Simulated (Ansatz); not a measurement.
Start from BP (space group P6_422, No. 181; a hypothetical phase, not in the database extracts checked).

```
BP
1.0
    3.27886     0.00000     0.00000
   -1.63943     2.83957     0.00000
    0.00000     0.00000     6.99543
B P
3 3
Direct
  0.00000   0.50000   0.33333
  0.50000   0.50000   0.66667
  0.50000   0.00000   0.00000
  0.00000   0.50000   0.83333
  0.50000   0.50000   0.16667
  0.50000   0.00000   0.50000
```

Method: Kohn–Sham DFT with the PBE functional, run in Ansatz (a first-principles code) with PAW and 420 eV plane waves, no spin-orbit coupling.

Before the change:

```
Item       Result
--------  -------
Pressure  0.0 GPa
Band gap     zero
```

It is then changed as follows: every lattice vector is shortened by 0.70 %; the atoms relax in the strained cell.

Question: What does the calculation give for the pressure, energy relative to the base and band gap after the change?

Answer: The pressure (mean of the normal stresses, compression positive) goes from zero to 3.8 GPa; the energy rises by 2.6 meV/atom; the band gap is still zero.

A case with no gap was solved on a k-mesh chosen for an insulator, which is coarse for it. No phonon test of stability was made. The base started in P3_121 and relaxed to P6_422 at this level. The final runs are not spin-polarised. Gaps under 0.05 eV, about the width of the smearing, are given as zero. The zero or small gap of BP can change with the level of theory.
